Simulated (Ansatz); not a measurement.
Cubic perovskite CsHgBr3 (idealised or unconfirmed structure), treated with PBEsol-D3(BJ) (Ansatz, a first-principles code, PAW).

Input:

Ansatz 0.2 input:
```yaml
crystal:
  lattice:
    - [5.4262857978, 0.0, 0.0]
    - [0.0, 5.4262857978, 0.0]
    - [0.0, 0.0, 5.4262857978]
  atoms:
    - { symbol: Cs, position: [0.0, 0.0, 0.0] }
    - { symbol: Hg, position: [0.5, 0.5, 0.5] }
    - { symbol: Br, position: [0.5, 0.0, 0.5] }
    - { symbol: Br, position: [0.0, 0.5, 0.5] }
    - { symbol: Br, position: [0.5, 0.5, 0.0] }
basis:
  ecutwfc: 520
  ecutrho_ratio: 4
  xc_grid: 2
kpoints:
  mp_grid: { grid: [10, 10, 10] }
hamiltonian:
  xc: pbesol
  dispersion: d3bj
  pseudopotentials: { kind: paw }
scf:
  occupations: { method: fermi_dirac, width: 0.05 }
  convergence: { dr2_threshold: 0.0000000005 }
output:
  forces: true
  stress: true
  eigenvalues: true
```

Output (set-up and result lines):

```
Crystal: 5 atoms, lattice volume = 159.775 Å³
Basis set: ecut = 520 eV, 4337 PW (Γ), exchange–correlation on 90×90×90 points (8 copies of the dense FFT grid, shifted against one another)
Bands: 30, of which v1, the nominal top of the filled ones, is band 25 counted from 1 (24 counted from 0)
Symmetry: 48 space group operations
Space group: Pm-3m (ITA 221), of the structure as read, at distance tolerance 5.4e-5 Å
k-points: 56 of 1000
Functional: x = pbesol(κ = 0.804, μ = 0.12345679012345678), c = pbesol(β = 0.046)
SCF iter   1: F=—  HF=-27469.483931 eV  |F-HF|=—  |Δ(HF+E_count)|=         —  Δρ=2.31e-3  dr2=9.87e-3
SCF iter   2: F=—  HF=-27469.484465 eV  |F-HF|=—  |Δ(HF+E_count)|=   5.35e-4  Δρ=1.46e-3  dr2=4.69e-3
  ...
SCF iter   8: F=—  HF=-27469.483852 eV  |F-HF|=—  |Δ(HF+E_count)|=   1.17e-8  Δρ=7.44e-7  dr2=1.23e-9
SCF iter   9: F=-27469.483852 eV  HF=-27469.483852 eV  |F-HF|=1.09e-11  |Δ(HF+E_count)|=  1.49e-10  Δρ=9.21e-8  dr2=1.48e-11
SCF 1 converged in 9 iterations: F = -27469.483852 eV  dr2 = 1.48e-11
SCF converged after 9 iterations
Free energy (F): -27469.483852 eV
Internal energy: -27469.478417 eV  (E = F + TS)
E sigma→0 (E₀):  -27469.481134 eV
Fermi energy:    5.179657 eV
--- Forces (eV/Å), atoms counted from 1 ---
  atom   1  Cs    -0.00000000     0.00000000     0.00000000
  atom   2  Hg     0.00000000    -0.00000000     0.00000000
  atom   3  Br    -0.00000000    -0.00000000     0.00000000
  atom   4  Br     0.00000000    -0.00000000     0.00000000
  atom   5  Br     0.00000000    -0.00000000     0.00000000
--- Stress (GPa, compression-positive) ---
        0.682562      -0.000000      -0.000000
        0.000000       0.682562       0.000000
        0.000000       0.000000       0.682562
  P = ⅓ Tr σ = 0.6826 GPa (6.826 kbar)
```

The cell is one volume of an energy–volume scan, off the minimum.

The PAW data were made under PBE.
